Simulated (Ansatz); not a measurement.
## How far PBE-D3(BJ) and PBEsol-D3(BJ) part for hypothetical P6_3/mmc PbI2, pressure 7.5 GPa

The parent structure is PbI2 in the 2H-MoS2 type structure (space group P6_3/mmc, No. 194; a = 4.398 Å, c = 14.845 Å; a hypothetical phase, not in the database extracts checked).

(Cell as relaxed with PBE-D3(BJ).)

Levels (all Ansatz, a quantum-chemistry and plane-wave program, PAW, earlier PAW set): PBE-D3(BJ) (420 eV, scalar-relativistic without spin-orbit coupling); PBEsol-D3(BJ) (420 eV, spin-orbit coupling left out).

Each level relaxes its own structure.

```tsv
base	PBE-D3(BJ)	PBEsol-D3(BJ)
volume per atom	41.44 Å³	37.85 Å³
lattice parameter a	4.398 Å	4.273 Å
band gap	1.99 eV	1.39 eV
```

Modification: cell and atoms relaxed at a pressure of 7.5 GPa.

| quantity | PBE-D3(BJ) | PBEsol-D3(BJ) |
|---|---|---|
| c/a ratio | 3.559 | 3.652 |
| shortest interatomic distance | 3.125 Å | 3.087 Å |

PBE-D3(BJ)'s c/a ratio lies 0.0922 below PBEsol-D3(BJ)'s; PBE-D3(BJ)'s shortest interatomic distance lies 0.038 Å above PBEsol-D3(BJ)'s (1.2 %). Neither level is exact; PBEsol-D3(BJ) is the comparison here, not a measurement.

The mesh was chosen for an insulator and is coarse for the gapless case. With I and Pb present, leaving out spin-orbit coupling can change the band edges. Load acts through the strain it causes; cell and atoms are relaxed under it. Stability against distortions was not tested. No other phases were tried under pressure. All final runs are without spin polarisation.
